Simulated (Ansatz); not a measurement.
Consider TiC in the rock salt structure (space group Fm-3m, No. 225; a = 4.261 Å; relaxed with 0.1 eV smearing). Axes: x, y, z lie along the cube axes.

Calculations: DFT with LDA, PAW potentials and a 420 eV plane-wave cutoff in Ansatz (a program for electronic structure), no spin-orbit coupling.

For the base:

| Property | Value |
|---|---|
| Band gap | zero |

It is then changed as follows: a pure shear with ε_xy = ε_yx = 0.0114, atoms relaxed at fixed cell.

**Question.** Predict the new stress.

**Answer.** The stress (xx, yy, zz, yz, xz, xy; compression positive) is (0.1, 0.1, 0.0, 0.0, 0.0, -4.1) GPa.

**Question.** What happens to the energy relative to the base?

**Answer.** The energy goes up by 2.8 meV/atom.

**Question.** What does the calculation give for the band gap after the change?

**Answer.** The band gap stays zero.

The cells carry an imposed strain or load. No phonon test of stability was made. All final runs are without spin polarisation.
